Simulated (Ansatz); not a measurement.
Question: Name crystals whose logarithmic mean phonon energy lies between 20 and 31 meV and whose resistivity at 300 K lies between 9.4 and 14.7 μΩ·cm, by PBEsol, DFPT electron-phonon coupling, linearised Boltzmann equation (Ansatz, an electronic-structure program).

Answer: Many crystals can fit; among those computed here:
- WB2 (P6_3/mmc): 30 meV, 12.3 μΩ·cm
- MoIr (Pmma): 21 meV, 10.0 μΩ·cm
- ZrSi (Cmcm): 25 meV, 12.1 μΩ·cm
- TiSi₂ (Fddd): 31 meV, 10.9 μΩ·cm
- NbH₂ (Fm-3m): 23 meV, 11.3 μΩ·cm

Metals; harmonic phonons alone scatter; means over directions. Halving the electron mesh moves these values by up to 7 %; q meshes are mostly untested. Some of the runs warned that the eigensolver left states short of its tolerance. Spin-orbit coupling is left out.

Formula and space group known from diffraction (Crystallography Open Database), not checked to be the room-temperature form: MoIr (Pmma), NbH2 (Fm-3m), WB2 (P6_3/mmc), ZrSi (Cmcm). The missing spin-orbit coupling matters most for MoIr (Pmma), WB2 (P6_3/mmc).
